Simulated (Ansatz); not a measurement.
A self-consistent single point of Pt3Ti (Pm-3m, 4 atoms in the cell) with Ansatz (a quantum-chemistry and plane-wave program)

Method: PBE (plane waves, PAW; Ansatz).

Input as run:

Ansatz 0.2 input:
```yaml
# Pt3Ti
crystal:
  lattice:
    - [3.939600, 0.000000, 0.000000]
    - [0.000000, 3.939600, 0.000000]
    - [0.000000, 0.000000, 3.939600]
  atoms:
    - { symbol: Ti, position: [0.000000, 0.000000, 0.000000] }
    - { symbol: Pt, position: [0.000000, 0.500000, 0.500000] }
    - { symbol: Pt, position: [0.500000, 0.000000, 0.500000] }
    - { symbol: Pt, position: [0.500000, 0.500000, 0.000000] }
basis:
  ecutwfc: 420.0 eV
kpoints:
  mp_grid: { grid: [8, 8, 8] }
hamiltonian:
  xc: pbe
  pseudopotentials: { kind: paw }
scf:
  occupations: { method: gaussian, width: 0.1 eV }
output:
  forces: true
  eigenvalues: true
  stress: true
```

Output (repeated stretches shortened):

```
WARN ansatz: RAYON_NUM_THREADS=1 ignored (pool sized by the plan → 1); use --threads N
Pseudopotentials: kind: paw
Pseudopotential: Ti, paw, valence charge 12
Pseudopotential: Pt, paw, valence charge 18
Crystal: 4 atoms, lattice volume = 61.144 Å³
Basis set: ecut = 420 eV, 1213 PW (Γ), exchange–correlation on 54×54×54 points (8 copies of the dense FFT grid, shifted against one another)
Bands: 40, of which v1, the nominal top of the filled ones, is band 33 counted from 1 (32 counted from 0)
Symmetry: 48 space group operations
Space group: Pm-3m (ITA 221), of the structure as read, at distance tolerance 3.9e-5 Å
k-points: 35 of 512
Initial density: superposition of atomic densities (neutral atoms: chi_scale 0, normalization atom), corrected by the library's trained network
Initial wavefunctions: pseudopotential atomic-orbital guess
Eigensolver: davidson
Functional: x = pbe(κ = 0.804, μ = 0.2195149727645171), c = pbe(β = 0.06672455060314922)
SCF iter   1: F=—  HF=-40072.152916 eV  |F-HF|=—  |Δ(HF+E_count)|=         —  Δρ=1.45e-2  dr2=1.87e-1  ethr=1.77e-3  ⟨swp⟩=4.9  Hψ=4392  notcnv=0
all-band conjugate gradients solve this SCF's bands
preconditioner: auto → Resta (q_TF=auto, 2.763 Å⁻¹)
SCF iter   2: F=—  HF=-40072.143586 eV  |F-HF|=—  |Δ(HF+E_count)|=   9.33e-3  Δρ=7.37e-3  dr2=5.15e-2  ethr=2.84e-4  ⟨swp⟩=1.9  Hψ=1771  notcnv=0  defer=10
preconditioner: auto → Kerker (q_TF=auto, 2.763 Å⁻¹)
SCF iter   3: F=—  HF=-40072.139744 eV  |F-HF|=—  |Δ(HF+E_count)|=   3.84e-3  Δρ=8.24e-4  dr2=1.88e-4  ethr=7.80e-5  ⟨swp⟩=1.5  Hψ=1426  notcnv=0  defer=10
SCF iter   4: F=—  HF=-40072.139781 eV  |F-HF|=—  |Δ(HF+E_count)|=   3.72e-5  Δρ=2.59e-4  dr2=7.02e-5  ethr=2.85e-7  ⟨swp⟩=2.1  Hψ=2101  notcnv=0  defer=10
SCF iter   5: F=—  HF=-40072.139840 eV  |F-HF|=—  |Δ(HF+E_count)|=   5.85e-5  Δρ=4.04e-5  dr2=6.66e-7  ethr=1.06e-7  ⟨swp⟩=1.5  Hψ=1391  notcnv=0  defer=10
SCF iter   6: F=-40072.139840 eV  HF=-40072.139840 eV  |F-HF|=6.07e-9  |Δ(HF+E_count)|=   6.20e-8  Δρ=7.08e-6  dr2=2.86e-8  ethr=1.52e-10  ⟨swp⟩=7.3  Hψ=5266  notcnv=0
SCF 1 converged in 6 iterations: F = -40072.139840 eV  dr2 = 2.86e-8
SCF converged after 6 iterations
Free energy (F): -40072.139840 eV
Harris-Foulkes:  -40072.139840 eV  (|F-HF|=6.07e-9)
Internal energy: -40072.130969 eV  (E = F + TS)
E sigma→0 (E₀):  -40072.135404 eV
Entropy (-TS):   -0.008871 eV (-2.218 meV/atom)
Fermi energy:    21.713840 eV
--- Per-component energies (eV) ---
  E_band       = -578.652213
  E_kinetic    = 2186.364306
  E_local      = -5363.922361  (includes V_loc(G=0)·N_el)
  E_nonlocal   = 602.555467
  E_hartree    = 2032.607291
  E_xc         = -885.773171
  E_vxc        = -1034.431858  (∫ρ·V_xc dr)
  E_paw        = -29407.893792  (= ΣΔE_a)
  E_vpaw       = -1034.433236  (= ΣTr[D̂ρ^β])
  E_aug_tail   = 0.000729  (compensation charges beyond the density's cutoff)
  E_ewald      = -9236.069437
  E_smearing   = -0.008871  (= −TS)
  E_closure    = 0.000000  (closes the sum)
  Σ components = -40072.139840   (vs F -40072.139840, Δ=0.00e0)
--- Forces (eV/Å), atoms counted from 1 ---
  atom   1  Ti     0.00000000     0.00000000    -0.00000000
   [... zero for the other atoms too ...]
  max |Σ_I F_I| component: 9.28e-29 eV/Å
--- Stress (GPa, compression-positive) ---
        1.559695      -0.000000      -0.000000
        0.000000       1.559695       0.000000
        0.000000       0.000000       1.559695
  P = ⅓ Tr σ = 1.5597 GPa (15.597 kbar)
  The stress holds the Pulay correction. Without it, at fixed plane waves, as pw.x and ABINIT print it: P = 1.4957 GPa
--- Band table (eV; the first three rows and the last of 35) ---
  k-point 0: bands = ["-77.2517", "-77.2207", "-77.2207", "-36.5075", "-31.6131", "-31.6131", "-31.6131", "-31.4456", "-31.4456", "-31.4456", "-31.3035", "-31.3035", "-31.3035", "-12.7237", "-12.7237", "-12.7237", "11.7667", "14.5785", "14.9250", [...]
  k-point 1: bands = ["-77.2507", "-77.2217", "-77.2206", "-36.5077", "-31.6065", "-31.6065", "-31.6021", "-31.4474", "-31.4474", "-31.4461", "-31.3151", "-31.3083", "-31.3083", "-12.7275", "-12.7244", "-12.7244", "11.9681", "14.7038", "14.9944", [...]
  k-point 2: bands = ["-77.2478", "-77.2246", "-77.2206", "-36.5083", "-31.5890", "-31.5890", "-31.5708", "-31.4533", "-31.4533", "-31.4472", "-31.3477", "-31.3203", "-31.3203", "-12.7367", "-12.7260", "-12.7260", "12.5449", "15.0222", "15.1698", [...]
  k-point 34: bands = ["-77.2309", "-77.2309", "-77.2309", "-36.5056", "-31.6838", "-31.6008", "-31.6008", "-31.6008", "-31.3409", "-31.3409", "-31.3409", "-31.2998", "-31.2998", "-12.7338", "-12.7338", "-12.7338", "14.5080", "14.5080", "14.5080", [...]
```

The run converged in 6 iterations.

The starting cell has typed, rounded lattice constants, without a prior relaxation at this level. Its lattice was rescaled by up to half a per cent. Spin-orbit coupling is off. Spin polarisation is off. Ansatz's pressure includes its estimate of the finite-basis (Pulay) stress.
